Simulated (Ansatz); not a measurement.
Effect of uniaxial strain ε_zz = −0.50 % on CuAu

Base system: CuAu (space group P4/mmm, No. 123; a = 2.813 Å, c = 3.593 Å; relaxed with 0.1 eV smearing). Axes: x, y, z lie along a, b, c of the conventional cell.

It is then changed as follows: uniaxial strain ε_zz = −0.50 %, all other strain components held at zero, atoms relaxed at fixed cell.

The values are results of PBEsol (Ansatz, an electronic-structure program), no spin-orbit coupling, not measurements. k-mesh 20×20×16 (Γ-centred); smearing 0.1 eV (Fermi–Dirac).

```csv
quantity,base,changed,shift
volume per atom,14.21 Å³,14.14 Å³,-0.07 Å³
shortest interatomic distance,2.680 Å,2.674 Å,-0.006 Å
energy relative to the base (free energy F),0 meV/atom,+0.2 meV/atom,+0.2 meV/atom
"pressure (mean of the normal stresses, compression positive)",0.0 GPa,0.9 GPa,+0.9 GPa
band gap,zero,zero,–
"stress (xx, yy, zz, yz, xz, xy; compression positive)",–,"(0.8, 0.8, 0.9, 0.0, 0.0, 0.0) GPa",–
```

Stability against distortions was not tested. The final runs are not spin-polarised.
